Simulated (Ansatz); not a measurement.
Take WS$_{2}$ in the 2H-MoS2 type structure (space group P6_3/mmc, No. 194; a = 3.115 Å, c = 11.773 Å; layered, stacked along the Cartesian z axis) as the base.

Computed with PBEsol-D3(BJ) (Ansatz, an electronic-structure program), spin-orbit coupling left out.

Base values:

| Quantity | Result |
|---|---|
| Valence-band top at Γ | 0.00, -1.26, -1.60 eV |
| Band gap | 0.65 eV |

Modification: the cell is scaled by 1.0044 in all directions, atoms relaxed at fixed cell.

Q: What does the calculation give for the valence-band top at Γ after the change?

A: The valence-band top at Γ (three highest levels, from the VBM) becomes 0.00, -1.28, -1.53 eV (base: 0.00, -1.26, -1.60 eV).

Q: Estimate the effect on the band gap.

A: The band gap rises by 0.04 eV (0.65 eV → 0.69 eV).

With W present, leaving out spin-orbit coupling can change the band edges. The cells carry an imposed strain or load. No phonon test of stability was made.
